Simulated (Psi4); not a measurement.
Psi4 1.11, B3LYP/def2-svp: V(O)(F)2(OH) ([O]=[V]([OH])([F])[F]), 6 atoms. The geometry is a generated start, not checked to be a minimum at this level.

```json
{
  "task": "energy",
  "method": "b3lyp",
  "basis": "def2-svp",
  "memory": "3 GB",
  "maxiter": "100",
  "keys_of_the_molecule_block": "symmetry c1",
  "scf_type": "df (default)",
  "guess": "auto, which took SAD (default)",
  "scf_initial_accelerator": "adiis (default)",
  "e_convergence": "1e-06 (default)",
  "d_convergence": "1e-06 (default)",
  "dft_radial_points": "75 (default)",
  "dft_spherical_points": "302 (default)",
  "basis_functions": "92",
  "grid_points": "131294"
}
```

```xyz
6

V      0.2904    -0.2754     0.0487
O      1.2620     0.0262    -1.0764
F      1.1344    -0.1351     1.4449
F     -0.2149    -1.8138    -0.1639
O     -0.9381     0.7445     0.0047
H     -1.5338     1.4536    -0.2579
```

Charge 0 and multiplicity 1 are set for this test and not shown to be the ground state.

One run each on 2 threads. Values of diis_max_vecs tried: 3, 6, 10 (default), 20.

Question: Predict the course of the SCF iterations along this series.

Answer: Fewest SCF iterations, within one of each other: 6 with 10, 10 (default) with 10, 20 with 10. The count rises to 25 at 3. All converge to one solution.

```tsv
diis_max_vecs	SCF iterations	end
3	25	same solution
6	10	same solution
10 (default)	10	same solution
20	10	same solution
```
